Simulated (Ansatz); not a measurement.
BP (Imm2), r2SCAN with spin-orbit coupling, rigid bands in Ansatz (a program for electronic structure): Condition of this run: biaxial stress in (110) of 8 GPa (compression positive) (the target of the relaxation). band gap 1.06 eV, N_c = 1.83e19 cm⁻³ and N_v = 7.27e18 cm⁻³ at 300 K, conductivity masses along x (a = (0.02, 2.25, 2.22) Å; b = (2.25, 0.02, 2.22) Å; c = (2.27, 2.27, 0.00) Å) of 0.236 mₑ (electrons) and 0.344 mₑ (holes). Take k_BT = 0.02585 eV.

### Question
Find the intrinsic carrier density and the intrinsic Fermi level.

### Answer
n_i = √(N_c N_v) exp(−E_g/2k_BT) = 1.15e19 × exp(−20.50) = 1.4e10 cm⁻³. The level lies (k_BT/2) ln(N_v/N_c) = -12 meV from mid-gap (positive towards the conduction band). Each 0.1 eV added to the gap lowers n_i by a factor of 6.9.

### Question
A film of it is 5 nm thick, with its normal along the direction named. Estimate the confinement energies in an infinite well.

### Answer
ħ²π²/(2m t²) = 0.376 eV·nm²/(m/mₑ × t²) gives 63.7 meV for electrons and 43.7 meV for holes, so the gap would widen to about 1.17 eV. Finite barriers and nonparabolic bands lower this, and with several valleys or bands the heaviest mass along the normal sets the lowest level, not this average.

### Question
What thermal injection velocity √(2k_BT/πm) limits a ballistic channel along the direction named?

### Answer
1.11e7 cm/s for electrons and 9.17e6 cm/s for holes, a ratio of √(m_h/m_e) = 1.21, for dilute carriers.

Rigid, parabolic bands with the computed gap; masses take one relaxation time for all states. Geometry: cell and atoms relaxed with PBEsol.
